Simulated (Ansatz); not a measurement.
**SiO2, pressure series**

Take SiO2 in the rutile structure (space group P4_2/mnm, No. 136; a = 4.1945 Å, c = 2.6785 Å) as the base.

Cell and atoms are relaxed at each pressure.

Method: Ansatz (a first-principles code), PBEsol, PAW, cutoff 420 eV, without spin-orbit coupling.

| pressure (GPa) | band gap (eV) |
|---|---|
| -2 | 5.25 |
| -1 | 5.30 |
| 0 | 5.35 |
| 0.9 | ? |
| 2.1 | 5.47 |
| 4.5 | 5.59 |
| 9 | 5.81 |
| 15 | 6.10 |

Question: Fit E_g = E₀ + αP + βP² to the rows shown and predict the withheld row.

Answer: Least squares on the printed values gives E₀ = 5.35 eV, α = 52.9 meV/GPa, β = -0.22 meV/GPa² (largest residual 0.01 eV); this predicts 5.40 eV, and the run gives 5.40 eV, in agreement.

Load acts through the strain it causes; cell and atoms are relaxed under it. Whether these cells are dynamically stable was not tested. No other phases were tried under pressure.
